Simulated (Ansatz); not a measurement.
The starting structures come from a database of crystals and need not be the phases stable at ambient conditions.

By PBEsol, the system below comes out a metal.

Without scattering a metal conducts by its projected Fermi surface.

Given:

```
CELL_PARAMETERS angstrom
      2.88156     0.00000     0.00000
      1.44078     5.07079     0.00000
      1.44078     0.40937     2.38785
ATOMIC_POSITIONS crystal
  Mo 0.24289 0.27133 0.24289
  Mo 0.75711 0.72867 0.75711
  N  0.00000 0.00000 0.00000
```

Space group of this cell: C2/m. The cell is strained (lengths along the current scaled by 0.97, ions clamped); by PBEsol its mean pressure is 3.2 GPa.

The current flows along the normal of the first two printed cell vectors. No spin-orbit coupling; the value is a mean over 0.1 eV about the Fermi level.

Give the ballistic conductance per area that PBEsol in Ansatz (a quantum-chemistry and plane-wave program) yields.

0.79 × 10¹⁵ S/m² for both spins.
